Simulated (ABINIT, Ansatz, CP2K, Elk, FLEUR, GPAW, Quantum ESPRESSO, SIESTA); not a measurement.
**Code comparison for Ta2N (P-3m1, 3 atoms in the cell)**

Self-consistent single point, at a second geometry (lattice scaled by 0.98). First geometry:

```yaml
crystal:
  lattice:
    - [3.11286, 0.00000, 0.00000]
    - [-1.55643, 2.69582, 0.00000]
    - [0.00000, 0.00000, 4.86984]
  atoms:
    - { symbol: Ta, position: [0.66667, 0.33333, 0.74529] }
    - { symbol: Ta, position: [0.33333, 0.66667, 0.25471] }
    - { symbol: N, position: [0.00000, 0.00000, 0.00000] }
```

Shared settings, as Ansatz (a quantum-chemistry and plane-wave program) writes them: kpoints.mp_grid.grid = 10 10 6; scf.occupations.method = fermi_dirac; scf.occupations.width = 0.136 eV. Potentials and cutoffs stand in the table.

| code | model | ΔF from the first geometry (meV/atom) | pressure (GPa) | largest force (eV/Å) | cutoff |
|---|---|---|---|---|---|
| CP2K | PBE, GPW, DZVP-MOLOPT-SR-GTH basis, GTH-PBE potentials (GTH_POTENTIALS) | 23.0 | 14.21 | 0.179 | grid 500 Ry |
| ABINIT | PBE, norm-conserving pseudopotentials (PseudoDojo nc-sr-05 PBE standard) | 39.1 | 17.80 | 0.363 | 42 Ha |
| Quantum ESPRESSO | PBE, GBRV 1.5 ultrasoft (PBE) pseudopotentials | 39.9 | 16.33 | 0.384 | 40 Ry |
| SIESTA | GGA PBE, numerical atomic orbitals DZP, PseudoDojo PBE standard norm-conserving potentials (rewritten from UPF to PSML) | 40.4 | 18.47 | 0.912 | grid 300 Ry |
| Ansatz | PBE, PAW files | 39.6 | 17.77 | 0.348 | default |
| FLEUR | PBE, all-electron FLAPW (FLEUR), scalar-relativistic valence | 40.3 | – | – | Kmax 4.4 1/bohr |
| GPAW | PBE, GPAW PAW datasets PBE (gpaw-data 1.0.1) | 42.7 | – | 0.414 | 950 eV |
| Elk | PBE, all-electron FP-LAPW, Elk's shipped species files, default APW+lo basis | 53.6 | – | – | default |

For Quantum ESPRESSO (by 1.7 GPa) the energy change implies a higher mean pressure, against the two pressures, than for the other programs: a sign of finite-basis (Pulay) stress.

A dash marks a value that a program does not give, or that is left out as unsure.

On Ansatz's run: spin-orbit coupling is off. Spin polarisation is off; with an odd number of electrons in the cell that forces a metal, and a magnetic state may lie lower.

The spread over the programs that give each value: ΔF from the first geometry within 30.6 meV/atom; pressure within 4.26 GPa; largest force within 0.733 eV/Å.

CP2K and SIESTA use small atom-centred bases, whose incompleteness enters pressures, forces and empty levels differently from a plane-wave cutoff. FLEUR and Elk treat all electrons, but the usual bases taken here (sphere radii, linearisation, local orbitals, empty states) were not tested for convergence, so the values are no reference for the others. Ansatz's pressure is given at a fixed set of plane waves, as the other plane-wave codes print theirs; with its correction for the finite basis it is 17.95 GPa. The pressure of GPAW is left out: its cutoff lies under the one at which its stress was checked. In the pressure, CP2K (by 3.56) and Quantum ESPRESSO (by 1.45) lie more than 1 GPa from the median of the plane-wave programs. In the force vectors, CP2K (by 0.195) and SIESTA (by 0.538) lie more than 0.08 eV/Å from the median of the plane-wave programs.

The starting cell comes from a database of computed structures (which also holds hypothetical and non-ambient phases and stackings), without a prior relaxation at this level. For this run, on top of that: lattice scaled by 0.98.

Keys are those of Ansatz 0.2.
